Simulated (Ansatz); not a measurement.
# Worked example: self-consistent single point of YGe (P6_3/mmc, 4 atoms in the cell) in Ansatz

Method of the run: PBE (plane waves, PAW; Ansatz, a program for electronic structure).

This input was run:

Ansatz 0.2 input:
```yaml
# YGe
crystal:
  lattice:
    - [4.941414, 0.000000, 0.000000]
    - [-2.470707, 4.279390, 0.000000]
    - [0.000000, 0.000000, 6.887121]
  atoms:
    - { symbol: Y, position_ang: [0.000000, 0.000000, 0.000000] }
    - { symbol: Y, position_ang: [0.000000, 0.000000, 3.443560] }
    - { symbol: Ge, position_ang: [-0.000002, 2.852928, 1.721780] }
    - { symbol: Ge, position_ang: [2.470709, 1.426462, 5.165341] }
basis:
  ecutwfc: 420.0 eV
kpoints:
  mp_grid: { grid: [5, 5, 4] }
hamiltonian:
  xc: pbe
  pseudopotentials: { kind: paw }
scf:
  occupations: { method: cold, width: 0.05 eV }
output:
  forces: true
  eigenvalues: true
  stress: true
```

Output, abridged:

```
WARN the atoms were moved onto the symmetric positions of the space group found under crystal.symmetry.tolerance 1.0e-5 (fractional …
WARN ansatz: RAYON_NUM_THREADS=1 ignored (pool sized by the plan → 1); use --threads N
Pseudopotentials: kind: paw
Pseudopotential: Y, paw, valence charge 11
Pseudopotential: Ge, paw, valence charge 14
Crystal: 4 atoms, lattice volume = 145.637 Å³
Basis set: ecut = 420 eV, 2861 PW (Γ), exchange–correlation on 72×72×96 points (8 copies of the dense FFT grid, shifted against one another)
Bands: 30, of which v1, the nominal top of the filled ones, is band 25 counted from 1 (24 counted from 0)
Symmetry: 24 space group operations
Space group: P63/mmc (ITA 194), of the structure as read, at distance tolerance 5.3e-5 Å
k-points: 15 of 100
Initial density: superposition of atomic densities (neutral atoms: chi_scale 0, normalization atom), corrected by the library's trained network
Initial wavefunctions: pseudopotential atomic-orbital guess
Eigensolver: davidson
Functional: x = pbe(κ = 0.804, μ = 0.2195149727645171), c = pbe(β = 0.06672455060314922)
SCF iter   1: F=—  HF=-16287.071693 eV  |F-HF|=—  |Δ(HF+E_count)|=         —  Δρ=4.12e-3  dr2=6.03e-2  ethr=1.77e-3  ⟨swp⟩=5.2  Hψ=1696  notcnv=0
all-band conjugate gradients solve this SCF's bands
preconditioner: auto → Kerker (q_TF=auto, 2.283 Å⁻¹)
SCF iter   2: F=—  HF=-16287.063850 eV  |F-HF|=—  |Δ(HF+E_count)|=   7.84e-3  S|Δr|=    0.00e0  Δρ=2.37e-3  dr2=1.73e-2  ethr=1.21e-4  ⟨swp⟩=1.4  Hψ=588  notcnv=0  defer=1
SCF iter   3: F=—  HF=-16287.061184 eV  |F-HF|=—  |Δ(HF+E_count)|=   2.67e-3  S|Δr|=    0.00e0  Δρ=7.78e-4  dr2=1.17e-3  ethr=3.45e-5  ⟨swp⟩=2.3  Hψ=644  notcnv=0  defer=1
SCF iter   4: F=—  HF=-16287.060860 eV  |F-HF|=—  |Δ(HF+E_count)|=   3.24e-4  S|Δr|=    0.00e0  Δρ=3.54e-4  dr2=4.07e-4  ethr=2.34e-6  ⟨swp⟩=2.0  Hψ=771  notcnv=0  defer=1
SCF iter   5: F=—  HF=-16287.060849 eV  |F-HF|=—  |Δ(HF+E_count)|=   1.04e-5  S|Δr|=    0.00e0  Δρ=1.61e-4  dr2=9.20e-5  ethr=8.14e-7  ⟨swp⟩=2.7  Hψ=799  notcnv=0  defer=1
SCF iter   6: F=—  HF=-16287.060909 eV  |F-HF|=—  |Δ(HF+E_count)|=   6.02e-5  S|Δr|=    0.00e0  Δρ=4.63e-5  dr2=8.33e-6  ethr=1.84e-7  ⟨swp⟩=2.0  Hψ=535  notcnv=0  defer=1
SCF iter   7: F=—  HF=-16287.060915 eV  |F-HF|=—  |Δ(HF+E_count)|=   5.83e-6  S|Δr|=    0.00e0  Δρ=1.32e-5  dr2=4.45e-7  ethr=1.67e-8  ⟨swp⟩=2.0  Hψ=550  notcnv=0  defer=1
SCF iter   8: F=-16287.060916 eV  HF=-16287.060916 eV  |F-HF|=1.64e-8  |Δ(HF+E_count)|=   5.79e-7  S|Δr|=    0.00e0  Δρ=2.79e-6  dr2=1.38e-8  ethr=2.00e-10  ⟨swp⟩=6.2  Hψ=1676  notcnv=0
SCF 1 converged in 8 iterations: F = -16287.060916 eV  dr2 = 1.38e-8
SCF converged after 8 iterations
Stability not checked (fill_not_monotonic)
Free energy (F): -16287.060916 eV
Harris-Foulkes:  -16287.060916 eV  (|F-HF|=1.64e-8)
Internal energy: -16287.055754 eV  (E = F + TS)
E sigma→0 (E₀):  -16287.059195 eV
Entropy (-TS):   -0.005162 eV (-1.291 meV/atom)
Fermi energy:    5.608320 eV
--- Per-component energies (eV) ---
  E_band       = -680.535999
  E_kinetic    = 816.226374
  E_local      = -6809.758011  (includes V_loc(G=0)·N_el)
  E_nonlocal   = 931.222827
  E_hartree    = 2812.154429
  E_xc         = -490.277633
  E_vxc        = -517.066461  (∫ρ·V_xc dr)
  E_paw        = -9686.401951  (= ΣΔE_a)
  E_vpaw       = -725.468895  (= ΣTr[D̂ρ^β])
  E_aug_tail   = 0.000599  (compensation charges beyond the density's cutoff)
  E_ewald      = -3860.222388
  E_smearing   = -0.005162  (= −TS)
  E_closure    = -0.000000  (closes the sum)
  Σ components = -16287.060916   (vs F -16287.060916, Δ=0.00e0)
--- Forces (eV/Å), atoms counted from 1 ---
  atom   1  Y      0.00000000     0.00000000     0.00000000
   [... zero for the other atoms too ...]
  max |Σ_I F_I| component: 4.63e-18 eV/Å
--- Stress (GPa, compression-positive) ---
      -11.210575       0.000000      -0.000000
        0.000000     -11.210575      -0.000000
       -0.000000      -0.000000      -2.718279
  P = ⅓ Tr σ = -8.3798 GPa (-83.798 kbar)
  The stress holds the Pulay correction. Without it, at fixed plane waves, as pw.x and ABINIT print it: P = -8.3884 GPa
--- Band table (eV; the first three rows and the last of 15) ---
  k-point 0: bands = ["-37.7081", "-37.6744", "-17.9848", "-17.9775", "-17.9775", "-17.9771", "-17.9708", "-17.9708", "-17.9411", "-17.9411", "-17.9286", "-17.9286", "-17.8239", "-17.6099", "-17.6099", "-17.5697", "-17.5697", "-17.4252", "-2.1846", [...]
  k-point 1: bands = ["-37.7032", "-37.6794", "-17.9820", "-17.9775", "-17.9769", "-17.9769", "-17.9723", "-17.9723", "-17.9386", "-17.9386", "-17.9299", "-17.9299", "-17.7691", "-17.6042", "-17.6042", "-17.5757", "-17.5757", "-17.4864", "-2.0483", [...]
  k-point 2: bands = ["-37.6913", "-37.6913", "-17.9788", "-17.9788", "-17.9750", "-17.9750", "-17.9750", "-17.9750", "-17.9337", "-17.9337", "-17.9337", "-17.9337", "-17.6306", "-17.6306", "-17.5900", "-17.5900", "-17.5900", "-17.5900", "-1.6846", [...]
  k-point 14: bands = ["-37.6909", "-37.6909", "-17.9777", "-17.9777", "-17.9769", "-17.9769", "-17.9732", "-17.9732", "-17.9329", "-17.9329", "-17.9301", "-17.9301", "-17.6223", "-17.6223", "-17.6101", "-17.6101", "-17.5989", "-17.5989", "-1.3098", [...]
```

The run converged in 8 iterations.

The starting cell was generated: these elements placed on a structure prototype, without a prior relaxation; it need not be a known phase or ordering of this composition. With a pressure of about -8 GPa the cell is away from its equilibrium volume at this level. Ansatz's pressure includes its estimate of the finite-basis (Pulay) stress.
